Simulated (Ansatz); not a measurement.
Results of r²SCAN in Ansatz (plane waves, PAW) for HoCo3 (R-3m, No. 166).

Run with plane-wave cutoff 500 eV, 14×14×14 k mesh, Fermi–Dirac smearing 0.1 eV, spin-polarised start, scalar-relativistic PAW data made under PBE.

Computed at the level's own relaxed cell.

**Question.** Predict the volume per atom, lattice constant a and c axis length.

**Answer.** 
- volume per atom = 14.41 Å³/atom
- lattice constant a = 4.998 Å
- c axis length = 23.977 Å

Note: the magnetic order was assumed, not searched for or taken from measurement; the 4f shell is treated without U or exact exchange, so its levels and filling can be wrong.

Spin–orbit coupling is not included.

Computed values are for the static lattice.

Computing time: around 7 core-hours (rough).

Ansatz is an electronic-structure program.
